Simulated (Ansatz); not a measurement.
## A computed series for ZrN: response to strain

Take ZrN in the rock salt structure (space group Fm-3m, No. 225; a = 4.552 Å) as the base. Axes: x, y, z lie along the cube axes.

Strains are applied to the cell and any free atomic positions relax; under biaxial strain the out-of-plane vector relaxes too.

The values are results of PBEsol (Ansatz, an electronic-structure program; PAW; 420 eV plane waves; no SOC), not measurements.

Notes on the quantities. pressure: mean of the normal stresses, compression positive; energy relative to the base: free energy F.

```tsv
variant	pressure	space group	energy relative to the base	shortest interatomic distance
base	0.0 GPa	Fm-3m (No. 225)	0 meV/atom	2.276 Å
biaxial strain +0.84 %, plane normal [001], relaxed out of plane	?	I4/mmm (No. 139)	?	2.268 Å
isotropic strain −4.79 %	54.3 GPa	Fm-3m (No. 225)	+0.240 eV/atom	2.167 Å
isotropic strain +1.47 %	-10.7 GPa	Fm-3m (No. 225)	+18 meV/atom	2.310 Å
isotropic strain +2.01 %	-14.1 GPa	Fm-3m (No. 225)	+34 meV/atom	2.322 Å
uniaxial strain ε_xx = +0.51 %	-1.3 GPa	I4/mmm (No. 139)	+0.5 meV/atom	2.276 Å
uniaxial strain ε_yy = +2.16 %	-5.2 GPa	I4/mmm (No. 139)	+9.1 meV/atom	2.276 Å
uniaxial strain ε_zz = +4.32 %	-9.4 GPa	I4/mmm (No. 139)	+34 meV/atom	2.276 Å
tensor shear ε_xz = −0.67 %	0.0 GPa	Immm (No. 71)	+0.8 meV/atom	2.276 Å
```

**Question.** Some entries are withheld; estimate them.

**Answer.** 
- biaxial strain +0.84 %, plane normal [001], relaxed out of plane, pressure: -3.4 GPa
- biaxial strain +0.84 %, plane normal [001], relaxed out of plane, energy relative to the base: +3.2 meV/atom

Without a gap, meshes like the base's 18×18×18 leave anisotropic stresses uncertain by several tenths of a GPa, and small strain energies with them. No phonon test of stability was made. The final runs are not spin-polarised. An odd electron count without spin: ZrN.
